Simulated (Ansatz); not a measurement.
Base system: FeS2 (space group Pnnm, No. 58; non-magnetic).

```yaml
crystal:
  lattice:
    - [4.36748, 0.00000, 0.00000]
    - [0.00000, 5.33315, 0.00000]
    - [0.00000, 0.00000, 3.34441]
  atoms:
    - { symbol: Fe, position: [0.50000, 0.50000, 0.50000] }
    - { symbol: Fe, position: [0.00000, 0.00000, 0.00000] }
    - { symbol: S, position: [0.70718, 0.87443, 0.50000] }
    - { symbol: S, position: [0.20718, 0.62557, 0.00000] }
    - { symbol: S, position: [0.79282, 0.37443, 0.00000] }
    - { symbol: S, position: [0.29282, 0.12557, 0.50000] }
```

Cartesian axes are those of the cell as printed.

The values are results of Ansatz (an electronic-structure program), PBEsol, PAW, cutoff 420 eV, scalar-relativistic without spin-orbit coupling, not measurements.

Base values:

| Property | Value |
|---|---|
| Band gap | 0.92 eV |
| Gap character | indirect, k = (3/8, 0, 0) in the run's primitive reciprocal basis → T |
| Pressure | 0.00 GPa |

Perturbation: compressive biaxial strain of 2.06 % in the plane normal to [001], as in epitaxy on a mismatched substrate; the out-of-plane cell vector and the atoms relax.

Problem. What does the calculation give for the out-of-plane strain, band gap, gap character and pressure after the change?

Solution. The out-of-plane strain is +1.12 %; the band gap grows by 0.16 eV, from 0.92 eV to 1.08 eV; the gap character becomes indirect, k = (3/8, 0, 0) in the run's primitive reciprocal basis → k = (0, 0.167, 0) in the run's primitive reciprocal basis (base: indirect, k = (3/8, 0, 0) in the run's primitive reciprocal basis → T); the pressure (mean of the normal stresses, compression positive) goes from zero to 5.79 GPa.

Whether these cells are dynamically stable was not tested. Seeded moments were not kept for the base. The final runs are not spin-polarised.
